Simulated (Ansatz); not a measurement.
PtAl2 (Fm-3m), PBEsol, DFPT electron-phonon coupling, linearised Boltzmann equation (Ansatz, a quantum-chemistry and plane-wave program): phonon-limited resistivity 6.80 μΩ·cm at 300 K, 9.36 μΩ·cm at 400 K, current-weighted mean free path 13.5 nm, Drude plasma energy 7.95 eV.

What temperature coefficient of resistance follows, and how does it compare with 1/T?

(ρ₄₀₀ − ρ₃₀₀)/(100 K × ρ₃₀₀) = 3.76×10⁻³ K⁻¹, against 1/T = 3.33×10⁻³ K⁻¹ for a resistivity proportional to T. It lies higher because phonons are still being populated at 300 K; impurities would add a constant and lower it.

Estimate the electronic thermal conductivity at 300 K by the Wiedemann-Franz law (L₀ = 2.44×10⁻⁸ W·Ω/K²).

L₀T/ρ = 2.44×10⁻⁸ × 300/(6.80×10⁻⁸) = 108 W/(m·K). Inelastic scattering puts the true Lorenz number somewhat under L₀ near and below the Debye temperature.

What Drude relaxation time do resistivity and plasma energy imply?

ω_p = 1.21e16 s⁻¹, so τ = 1/(ε₀ ω_p² ρ) = 11.4 fs, a damping ħ/τ of 57.8 meV.

A metal at this level (no band gap). Only scattering by harmonic phonons is included (no impurities, grain boundaries, electron-electron scattering or thermal expansion). Spin-orbit coupling is left out, which matters with elements this heavy. Halving the electron mesh (24x24x24) moves the resistivity by up to 3 % at 300 K, the mean free path by up to 3 %. Smearing 0.20 eV; phonons on a 4x4x4 q mesh, which this run doesn't test.
